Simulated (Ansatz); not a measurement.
## Effect of biaxial strain +3.56 %, plane normal [001], relaxed out of plane on TiSi2

Consider TiSi2 (space group Fddd, No. 70; a = 4.806 Å, b = 8.265 Å, c = 8.565 Å). Axes: x, y, z lie along a, b, c of the conventional cell.

Perturbation: tensile biaxial strain of 3.56 % in the plane normal to [001], as in epitaxy on a mismatched substrate; the out-of-plane cell vector and the atoms relax.

Level of theory: plane-wave PAW DFT at the PBE level (Ansatz, a first-principles code, 420 eV), scalar-relativistic without spin-orbit coupling, earlier PAW set. Γ-centred 13×13×13 mesh, Fermi–Dirac width 0.05 eV.

```tsv
quantity	base	changed	shift
space group	Fddd (No. 70)	Fddd (No. 70)	–
energy relative to the base (free energy F)	0 meV/atom	+31 meV/atom	+31 meV/atom
pressure (mean of the normal stresses, compression positive)	0.0 GPa	-6.2 GPa	-6.2 GPa
band gap	zero	zero	–
out-of-plane strain (rough)	–	-0.99 %	–
```

Final structure (turned so that z lies along the plane normal):

```xyz
6
Lattice="4.9505 0.0000 0.0000 -2.4484 4.3027 0.0000 1.2511 2.1513 4.2401" Properties=species:S:1:pos:R:3 pbc="T T T"
Si     2.4680     1.4437     0.0000
Si     0.0341     2.8590     0.0000
Si    -1.1901     5.0103     2.1201
Si     1.2438     3.5950     2.1201
Ti     0.0000     0.0000     0.0000
Ti     3.7263     2.1513     2.1201
```

Cost of the whole job for the changed cell (relaxation, final SCF and bands): very roughly 3 core-minutes.

Without a gap, meshes like the base's 13×13×13 leave anisotropic stresses uncertain by several tenths of a GPa, and small strain energies with them. No phonon test of stability was made. The final runs are not spin-polarised.
